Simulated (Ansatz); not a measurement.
**How the c axis length of GeS (model structure, started from the litharge type, P4/nmm, No. 129, 4 atoms in the cell) moves with the method**

No measured value is used here.

Put these levels in order of the c axis length that they give for GeS (model structure, started from the litharge type, P4/nmm, No. 129, 4 atoms in the cell), smallest first: PBE (Ansatz, an electronic-structure program), PBE-D3(BJ) (Ansatz), PBEsol (Ansatz).

PBEsol (3.959 Å), PBE-D3(BJ) (3.979 Å), PBE (4.326 Å)

PBE-D3(BJ): a distance lies near a switch of the dispersion term, which can move the cell. Ansatz's density-functional and Hartree–Fock values are scalar-relativistic unless marked +SOC, with PAW data made under PBE.

A model structure was made by putting elements into a prototype or built by hand; it is no filed structure, need not be a known phase, and can be a saddle point held by its symmetry.
